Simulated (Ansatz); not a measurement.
The reference is GaAs in the zinc blende structure (space group F-43m, No. 216; a = 5.6667 Å). Axes: x, y, z lie along the cube axes.

Level of theory: r2SCAN (Ansatz, a program for electronic structure), no spin-orbit coupling.

Base values:

```
Property                             Value
---------------------  -------------------
Valence-band top at Γ  0.00, 0.00, 0.00 eV
Band gap                           0.96 eV
```

The change: compressive biaxial strain of 1.67 % in the plane normal to [111], as in epitaxy on a mismatched substrate; the out-of-plane cell vector and the atoms relax.

**Question.** What does the calculation give for the energy relative to the base, in-plane stress, valence-band top at Γ and band gap after the change?

**Answer.** The energy rises by 7.1 meV/atom; the mean in-plane stress (compression positive) is +3.1 GPa; the valence-band top at Γ (three highest levels, from the VBM) becomes 0.00, 0.00, -0.21 eV (base: 0.00, 0.00, 0.00 eV); the band gap increases by 0.12 eV (0.96 eV → 1.08 eV).

Stability against distortions was not tested.
